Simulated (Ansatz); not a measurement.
```
MgTe
1.0
    4.60888     0.00000     0.00000
   -2.30444     3.99141     0.00000
    0.00000     0.00000     7.32008
Mg Te
2 2
Cartesian
  0.00000   2.66094   7.29958
  2.30444   1.33047   3.63955
  0.00000   2.66094   2.77284
  2.30444   1.33047   6.43288
```

No spin polarisation.

Level of theory: Ansatz (a quantum-chemistry and plane-wave program) PBE, without spin-orbit coupling. k-mesh 8×8×5 (Γ-centred); smearing 0.05 eV (Fermi–Dirac).

Task: Predict the space group and stress.

Result: The space group comes out as P6_3mc (No. 186). The stress (xx, yy, zz, yz, xz, xy; compression positive) comes out as (0.60, 0.60, 1.34, 0.00, 0.00, 0.00) GPa.

The cells carry an imposed strain or load. Stability against distortions was not tested. The cell was made from MgTe in the wurtzite structure (space group P6_3mc, No. 186) by this change: uniaxial strain ε_zz = −2.40 %.
